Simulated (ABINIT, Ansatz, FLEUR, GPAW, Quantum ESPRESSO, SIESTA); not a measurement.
**Hf₅Sc (P-62m, 6 atoms in the cell) computed with different codes at matched settings**

Self-consistent single point, at a second geometry (lattice scaled by 0.98). First geometry:

```yaml
crystal:
  lattice:
    - [5.56147, 0.00000, 0.00000]
    - [-2.78073, 4.81637, 0.00000]
    - [0.00000, 0.00000, 5.02450]
  atoms:
    - { symbol: Hf, position: [0.66053, 0.00000, 0.00000] }
    - { symbol: Hf, position: [0.33947, 0.33947, 0.00000] }
    - { symbol: Hf, position: [0.00000, 0.66053, 0.00000] }
    - { symbol: Hf, position: [0.33333, 0.66667, 0.50000] }
    - { symbol: Hf, position: [0.66667, 0.33333, 0.50000] }
    - { symbol: Sc, position: [0.00000, 0.00000, 0.50000] }
```

Shared settings, as Ansatz (a program for electronic structure) writes them: kpoints.mp_grid.grid = 5 5 5; scf.occupations.method = gaussian; scf.occupations.width = 0.1 eV. Potentials and cutoffs stand in the table.

```json
[
 {"code": "SIESTA", "model": "GGA PBEsol, numerical atomic orbitals TZP, PseudoDojo PBEsol standard norm-conserving potentials (rewritten from UPF to PSML)", "ΔF from the first geometry (meV/atom)": "-22.5", "pressure (GPa)": "0.52", "largest force (eV/Å)": "0.052", "cutoff": "grid 400 Ry"},
 {"code": "GPAW", "model": "PBEsol, GPAW PAW datasets PBEsol (made by gpaw-setup)", "ΔF from the first geometry (meV/atom)": "2.8", "pressure (GPa)": "3.66", "largest force (eV/Å)": "0.055", "cutoff": "800 eV"},
 {"code": "Quantum ESPRESSO", "model": "PBEsol, SSSP 1.1.2 efficiency (PBE) pseudopotentials", "ΔF from the first geometry (meV/atom)": "4.3", "pressure (GPa)": "3.85", "largest force (eV/Å)": "0.049", "cutoff": "60 Ry"},
 {"code": "FLEUR", "model": "PBEsol, all-electron FLAPW (FLEUR), scalar-relativistic valence", "ΔF from the first geometry (meV/atom)": "–", "pressure (GPa)": "–", "largest force (eV/Å)": "0.036", "cutoff": "Kmax 3.8 1/bohr"},
 {"code": "ABINIT", "model": "PBEsol, norm-conserving pseudopotentials (PseudoDojo nc-sr-04 PBEsol standard)", "ΔF from the first geometry (meV/atom)": "2.2", "pressure (GPa)": "3.56", "largest force (eV/Å)": "0.044", "cutoff": "39 Ha"},
 {"code": "Ansatz", "model": "PBEsol, PAW files made with PBE", "ΔF from the first geometry (meV/atom)": "-0.6", "pressure (GPa)": "3.13", "largest force (eV/Å)": "0.033", "cutoff": "420 eV"}
]
```

A dash marks a value that a program does not give, or that is left out as unsure.

On Ansatz's run: spin-orbit coupling is off.

The spread over the programs that give each value: ΔF from the first geometry within 26.8 meV/atom; pressure within 3.33 GPa; largest force within 0.022 eV/Å.

SIESTA uses small atom-centred bases, whose incompleteness enters pressures, forces and empty levels differently from a plane-wave cutoff. FLEUR treats all electrons, but the usual bases taken here (sphere radii, linearisation, local orbitals, empty states) were not tested for convergence, so the values are no reference for the others. Ansatz's pressure is given at a fixed set of plane waves, as the other plane-wave codes print theirs; with its correction for the finite basis it is 3.17 GPa. In the pressure, SIESTA (by 3.09) lies more than 1 GPa from the median of the plane-wave programs.

The starting cell comes from a database of computed structures (which also holds hypothetical and non-ambient phases and stackings), without a prior relaxation at this level. For this run, on top of that: lattice scaled by 0.98.

Left out of this page: Elk (not drawn, or without a comparable value).

Keys are those of Ansatz 0.2.
